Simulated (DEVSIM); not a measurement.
Structure: Schottky contact on n-type Si, at 300 K.

Layer 1 from the left is Si, thickness (μm) 1.10, Nd (cm⁻³) 7.4e16, τn (s) 0.00059, τp (s) 0.00059.

Left contact: Schottky, work function 4.68 eV, emission velocity 2.8e6 cm/s. Right contact: ohmic. Voltage is applied to the left contact. Recombination: SRH at mid-gap. Mobility is constant in doping.

The device is made up for the run: typed textbook-type constants, with dimensions and the other settings drawn at random. Values at 300 K.

Si: gap (eV) 1.124, affinity (eV) 4.05, permittivity 11.7, Nc (cm⁻³) 2.86e19, Nv (cm⁻³) 3.1e19, μn (cm²/Vs) 1417, μp (cm²/Vs) 470.

Model (solved in DEVSIM): 1D drift-diffusion, Boltzmann statistics, complete ionisation; no tunnelling, impact ionisation, image-force lowering or self-heating. Metal contacts follow the ideal Schottky-Mott rule: no Fermi-level pinning, no interface dipoles.

Dark forward current:

```csv
|V| (V),|J| (A/cm²)
0.05,0.001939
0.10,0.01533
0.15,0.1078
0.20,0.7454
0.25,5.133
0.30,35.04
0.35,228.7
0.40,1217
0.45,4062
```

Q: Work out the local ideality factor n = ΔV / (kT/q · ln(J2/J1)) between the rows 0.15 and 0.20 V, 0.40 and 0.45 V.

A: kT/q = 25.85 mV. From 0.15 to 0.20 V: ln(0.7454/0.1078) = 1.934, n = 1.00, near the 1 of diffusion or emission over a barrier. From 0.40 to 0.45 V: ln(4062/1217) = 1.205, n = 1.60; the layers' resistance at their doping, Σ W/(qμN) = 6.5e-6 Ω cm², would take 19 mV of this step of 50 mV.

Q: Estimate the current at 0.25 V for emission alone, J0 = q v N_band exp(−φB/kT), and read the barrier back from the simulated current.

A: φB = 0.630 eV, N_band = 2.86e19 cm⁻³, J0 = 0.000334 A/cm²; J = J0 (exp(qV/kT) − 1) = 5.30 A/cm². The simulation gives 5.13 A/cm²; the estimate lies 3.2 % above. Read backwards, the simulated current gives an apparent barrier of 0.631 eV. The estimate leaves out transport through the depletion region and minority injection.
